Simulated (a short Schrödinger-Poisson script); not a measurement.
Stack: symmetric double-gate stack, SiO2 on p-type Si(110), at 400 K.

| layer | material | thickness (nm) | Na (cm⁻³) |
|---|---|---|---|
| 1 | SiO2 | 2.9 | - |
| 2 | Si | 3 | 1e16 |
| 3 | SiO2 | 2.9 | - |

Constants are typed, rounded textbook-type inputs, not results; the design itself was drawn at random and stands for no fabricated device. SiO2: permittivity 3.9, conduction-band edge (eV) 3.15, gap (eV) 9, electron mass (mₑ) 0.5. Si: permittivity 11.7, conduction-band edge (eV) 0, gap (eV) 1.124, Nv at 300 K (cm⁻³) 3.1e19.

Channel valleys (confinement mass, in-plane density-of-states mass, number): Δ4 0.315, 0.324, 4; Δ2 0.19, 0.417, 2. At the gates, both at one voltage, the conduction-band edge of layer 1 lies 3.39 eV − eVg above the Fermi level of the channel. Gaps are held at their typed values at every temperature. Mesh 0.03 nm at interfaces.

From a short Schrödinger-Poisson script (our own, NumPy): 1D Poisson equation in equilibrium, electrons classical, Boltzmann, parabolic valleys, classical holes, full ionisation, no traps, pinning or gate leakage.

The same stack at other levels of the model or other numerical settings:

| run | sheet density of all electrons at Vg = 1.7 V (cm⁻²) | sheet density of all electrons at Vg = 0.5 V (cm⁻²) | capacitance of both gates at Vg = 1.7 V (μF/cm²) | gate voltage at 1e11 electrons/cm² (V) | rough cost against the base |
|---|---|---|---|---|---|
| base | 2.07e13 | 4.20e12 | 2.27 | 0.08 | about 1 |
| electrons treated as classical, Fermi-Dirac | 2.03e13 | 4.15e12 | 2.21 | 0.08 | 3 |
| electrons treated as quantum, Hartree | [?] | 2.62e12 | [?] | [?] | 10 |
| mesh six times as coarse | 2.05e13 | 4.16e12 | 2.25 | 0.08 | about 1 |

Q: Some entries are withheld; supply them.

A: 
- electrons treated as quantum, Hartree, capacitance of both gates at Vg = 1.7 V (μF/cm²): 2.09
- electrons treated as quantum, Hartree, gate voltage at 1e11 electrons/cm² (V): 0.20
- electrons treated as quantum, Hartree, sheet density of all electrons at Vg = 1.7 V (cm⁻²): 1.78e13

The classical rows ignore confinement, and Boltzmann statistics overrate the density once the band edge passes the Fermi level.
